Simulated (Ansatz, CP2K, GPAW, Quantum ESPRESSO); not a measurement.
Pb2Au (Ibam, 6 atoms in the cell) computed with different codes at matched settings

Self-consistent single point.

```xyz
6
Lattice="-3.6353 3.6404 2.7996 3.6353 -3.6404 2.7996 3.6353 3.6404 -2.7996" Properties=species:S:1:pos:R:3 pbc="T T T"
Pb     1.1601     1.1625     0.0000
Pb     2.4752     2.4780     2.7996
Pb     4.7954     2.4780     0.0000
Pb    -1.1601     1.1625     2.7996
Au     0.0000     3.6404     1.3998
Au     3.6353     0.0000     1.3998
```

All programs got the same cell, k-point mesh and kind of occupations (in Ansatz's words: kpoints.mp_grid.grid = 4 4 4; scf.occupations.method = gaussian; scf.occupations.width = 0.136 eV); potentials, basis and cutoffs are each program's usual ones.

```json
[
 {"code": "GPAW", "model": "PBEsol, GPAW PAW datasets PBEsol (made by gpaw-setup)", "pressure (GPa)": "1.93", "largest force (eV/Å)": "0.122", "k-points": "18", "cutoff": "600 eV"},
 {"code": "CP2K", "model": "PBEsol, GPW, DZVP-MOLOPT-SR-GTH basis, GTH-PBE potentials (GTH_POTENTIALS)", "pressure (GPa)": "5.84", "largest force (eV/Å)": "0.220", "k-points": "36", "cutoff": "grid 500 Ry"},
 {"code": "Ansatz", "model": "PBEsol, PAW files made with PBE", "pressure (GPa)": "1.91", "largest force (eV/Å)": "0.117", "k-points": "18", "cutoff": "default"},
 {"code": "Quantum ESPRESSO", "model": "PBEsol, GBRV 1.5 ultrasoft (PBESOL) pseudopotentials", "pressure (GPa)": "1.65", "largest force (eV/Å)": "0.110", "k-points": "18", "cutoff": "40 Ry"}
]
```

The spread over the programs that give each value: pressure within 4.19 GPa; largest force within 0.110 eV/Å.

The starting cell comes from a database of computed structures (which also holds hypothetical and non-ambient phases and stackings), without a prior relaxation at this level. Its lattice was rescaled by a random factor within 2.5 % of one. On Ansatz's run: Spin-orbit coupling is off.

### Question
Why do the programs differ, and what cannot be compared?

### Answer
Differences of this kind can come from the potentials, where these differ, and from what each basis and cutoff leave unconverged. The valence holds different numbers of electrons (GPAW 78, CP2K 38, Ansatz (a quantum-chemistry and plane-wave program) 94, Quantum ESPRESSO 78). The zero of total energies and Fermi levels follows the potentials and each program's conventions, so they are not compared here. CP2K uses small atom-centred bases, whose incompleteness enters pressures, forces and empty levels differently from a plane-wave cutoff. Ansatz's pressure is given at a fixed set of plane waves, as the other plane-wave codes print theirs; with its correction for the finite basis it is 1.94 GPa. The programs reduce the same mesh by symmetry to different extents, which changes the work and not the result. In the pressure, CP2K (by 3.93) lies more than 1 GPa from the median of the plane-wave programs. In the force vectors, CP2K (by 0.103) lies more than 0.08 eV/Å from the median of the plane-wave programs.

Left out of this page: ABINIT (stopped by limits of time or memory); Elk (not drawn, or without a comparable value); FLEUR (with a known weakness of the program).

Keys are those of Ansatz 0.2.
